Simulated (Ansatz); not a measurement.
# How far to go with zone-centre phonons against the mesh: LuH2 (Fm-3m, 3 atoms in the cell)

```xyz
3
Lattice="0.0000 2.5021 2.5021 2.5021 0.0000 2.5021 2.5021 2.5021 0.0000" Properties=species:S:1:pos:R:3 pbc="T T T"
Lu     0.0000     0.0000     0.0000
H      1.2510     1.2510     1.2510
H      3.7531     3.7531     3.7531
```

Method: LDA (PW92), default PAW files made with PBE (plane waves; Ansatz, a first-principles code).

Base settings: basis.ecutwfc = 30.9 Ry; kpoints.mp_grid.grid = 11 11 11; hamiltonian.xc = lda; hamiltonian.pseudopotentials = {kind: paw} (the program's default PAW files); scf.occupations.method = gaussian; scf.occupations.width = 0.0073 Ry.

In this ladder: phonons.method = dfpt.

Frequencies are those of the unrelaxed cell, without the LO-TO term of polar crystals.

Only quantities that move along the ladder and can be compared are tabulated.

Core times come from one kind of shared machine, to one figure; runs under 30 s give none.

The starting cell comes from a database of computed structures (which also holds hypothetical and non-ambient phases and stackings), without a prior relaxation at this level. Its lattice was rescaled by up to half a per cent. In the base run, with a pressure of about -5 GPa the cell is away from its equilibrium volume at this level.

Steps (kpoints.mp_grid.grid): 3 3 3; 4 4 4; 5 5 5; 6 6 6; 7 7 7; 9 9 9; 13 13 13; 17 17 17; 21 21 21; 26 26 26.

Q: What is the coarsest kpoints.mp_grid.grid that holds the highest zone-centre frequency within 1 cm⁻¹ of the last step, with all finer ones?

A: 21 21 21, at about 0.4 of the last step's time; the step before is off by 1.9 cm⁻¹.

Q: What is the coarsest kpoints.mp_grid.grid that holds the lowest optical frequency within 1 cm⁻¹ of the last step, with all finer ones?

A: 13 13 13; the step before is off by 2.2 cm⁻¹.

| kpoints.mp_grid.grid | highest zone-centre frequency (cm⁻¹) | lowest optical frequency (cm⁻¹) | core time / last (rough) |
|---|---|---|---|
| 3 3 3 | 1165.6 | 877.7 | – |
| 4 4 4 | 1167.5 | 969.9 | – |
| 5 5 5 | 1158.9 | 915.1 | – |
| 6 6 6 | 1167.2 | 931.6 | – |
| 7 7 7 | 1177.3 | 941.3 | – |
| 9 9 9 | 1154.7 | 944.7 | – |
| 13 13 13 | 1160.4 | 946.5 | – |
| 17 17 17 | 1163.2 | 946.9 | 0.2 |
| 21 21 21 | 1164.6 | 946.8 | 0.4 |
| 26 26 26 | 1165.1 | 946.9 | 1 |

Keys are those of Ansatz 0.2.
